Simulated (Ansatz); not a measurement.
The parent structure is MgTe in the zinc blende structure (space group F-43m, No. 216).

```yaml
crystal:
  lattice:
    - [0.00000, 3.21920, 3.21920]
    - [3.21920, 0.00000, 3.21920]
    - [3.21920, 3.21920, 0.00000]
  atoms:
    - { symbol: Mg, position: [0.00000, 0.00000, 0.00000] }
    - { symbol: Te, position: [0.25000, 0.25000, 0.25000] }
```

Cartesian axes are those of the cell as printed.

The values are results of PBEsol (Ansatz, a program for electronic structure; PAW; 420 eV plane waves; spin-orbit coupling left out), earlier PAW set, not measurements.

Before the change:

Valley order: Γ 2.35 eV; X along ⟨100⟩ 2.71 eV; L along ⟨111⟩ 3.18 eV
Valence-band top at Γ: 0.00, 0.00, 0.00 eV

One thing is altered: uniaxial stress, 1 GPa tension along x, with the cell and atoms free to relax against it.

Q: What does the calculation give for the energy relative to the base, valley order, strain response and valence-band top at Γ after the change?

A: The energy grows by 4.2 meV/atom; the valley order (the lowest conduction-band minima on the path, energy above the VBM, named in the base's zone) changes from Γ 2.35 eV; X along ⟨100⟩ 2.71 eV; L along ⟨111⟩ 3.18 eV to Γ 2.23 eV; X along [001] 2.61 eV; X along [100] 2.77 eV; L along [1-11] 3.05 eV; the strain response (xx, yy, zz) comes out as (+4.35, −1.72, −1.72) %; the valence-band top at Γ (three highest levels, from the VBM) changes from 0.00, 0.00, 0.00 eV to 0.00, 0.00, -0.19 eV.

With Te present, leaving out spin-orbit coupling can change the band edges. The levels and masses belong to the bands next to the band gap. Stability under load was not tested beyond the relaxation.
